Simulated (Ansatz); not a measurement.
Several settings converged on ZrV2Ga4 (I4mm, 7 atoms in the cell)

```xyz
7
Lattice="-3.2012 3.2012 2.5684 3.2012 -3.2012 2.5684 3.2012 3.2012 -2.5684" Properties=species:S:1:pos:R:3 pbc="T T T"
Zr     0.0000     0.0000     0.0500
V      0.0000     3.2012     1.2842
V      3.2012     0.0000     1.2842
Ga     1.9403     1.9403     0.0000
Ga     1.2609     1.2609     2.5684
Ga     1.2609    -1.2609     2.5684
Ga    -1.2609     1.2609     2.5684
```

Base method: PBEsol, default PAW files made with PBE (plane waves; Ansatz, a program for electronic structure).

Base settings: basis.ecutwfc = 420 eV; kpoints.mp_grid.grid = 6 6 6; hamiltonian.xc = pbesol; hamiltonian.pseudopotentials = {kind: paw} (the program's default PAW files); scf.occupations.method = fermi_dirac; scf.occupations.width = 0.1 eV.

The count of work is k-points × plane waves × bands × iterations; it is no time. Core times come from one kind of shared machine, to one figure; runs under 30 s give none.

**The k-point mesh**

Only quantities that move along the ladder and can be compared are tabulated.

```tsv
kpoints.mp_grid.grid	free energy less the last step's (meV/atom)	pressure (GPa)	largest difference of a force vector from the last step's (eV/Å)	count of work / last	core time / last (rough)
2 2 2	-34.88	-0.14	0.353	0.018	–
3 3 3	12.59	-0.15	0.030	0.023	–
4 4 4	0.97	-0.36	0.007	0.058	–
6 6 6	0.18	-0.36	0.009	0.15	–
7 7 7	-0.27	-0.36	0.005	0.20	–
9 9 9	-0.05	-0.37	0.001	0.38	0.4
11 11 11	-0.01	-0.36	0.000	0.64	0.6
13 13 13	0.00	-0.36	0.000	1.0	1
```

Coarsest kpoints.mp_grid.grid that holds the free energy within 0.5 meV/atom of the last step, with all finer ones: 6 6 6, at 0.15 of the last step's count of work; the step before is off by 0.97 meV/atom.

Coarsest kpoints.mp_grid.grid that holds the pressure within 0.1 GPa of the last step, with all finer ones: 4 4 4, at 0.058 of the last step's count of work; the step before is off by 0.21 GPa.

Coarsest kpoints.mp_grid.grid that holds the forces within 0.01 eV/Å of the last step, with all finer ones: 4 4 4, at 0.058 of the last step's count of work; the step before is off by 0.030 eV/Å.

Two neighbours can agree and both be off: 2 2 2 and 3 3 3 differ by 0.01 GPa in the pressure, yet lie about 0.21 GPa from the last step.

**The k-point mesh at a smearing width of 0.3 eV**

In this ladder: scf.occupations.width = 0.3 eV.

Only quantities that move along the ladder and can be compared are tabulated.

```tsv
kpoints.mp_grid.grid	free energy less the last step's (meV/atom)	pressure (GPa)	largest difference of a force vector from the last step's (eV/Å)	count of work / last	core time / last (rough)
3 3 3	7.63	1.00	0.016	0.0082	–
5 5 5	-0.16	0.91	0.002	0.025	–
8 8 8	0.00	0.92	0.000	0.081	0.08
11 11 11	0.00	0.92	0.000	0.17	0.2
16 16 16	0.00	0.92	0.000	0.48	0.5
20 20 20	0.00	0.92	0.000	1.0	1
```

Coarsest kpoints.mp_grid.grid that holds the pressure within 0.05 GPa of the last step, with all finer ones: 5 5 5, at 0.025 of the last step's count of work; the step before is off by 0.08 GPa.

Coarsest kpoints.mp_grid.grid that holds the forces within 0.01 eV/Å of the last step, with all finer ones: 5 5 5, at 0.025 of the last step's count of work; the step before is off by 0.016 eV/Å.

Coarsest kpoints.mp_grid.grid that holds the free energy within 5 meV/atom of the last step, with all finer ones: 5 5 5, at 0.025 of the last step's count of work; the step before is off by 7.6 meV/atom.

**The width of cold smearing**

In this ladder: kpoints.mp_grid.grid = 10 10 10; scf.occupations.method = cold.

Narrow widths need finer meshes than wide ones, so the last steps can hold mesh noise.

Only quantities that move along the ladder and can be compared are tabulated; pressure and forces are left out, as mesh noise rules them at narrow widths.

```csv
scf.occupations.width,free energy less the last step's (meV/atom)
1 eV,34.01
0.5 eV,8.94
0.3 eV,2.12
0.1 eV,0.00
```

Widest scf.occupations.width that holds the free energy within 5 meV/atom of the last step, with all finer ones: 0.3 eV; the step before is off by 8.9 meV/atom.

On the base run: the starting cell comes from a database of computed structures (which also holds hypothetical and non-ambient phases and stackings), without a prior relaxation at this level. Its lattice was rescaled by up to half a per cent. One atom was moved a little off its site on purpose. Spin polarisation is off. Ansatz's pressure includes its estimate of the finite-basis (Pulay) stress.

Left out of this page: 2 runs of the series outside the window shown, repeating another row's setting, or not comparable.

Keys are those of Ansatz 0.2.
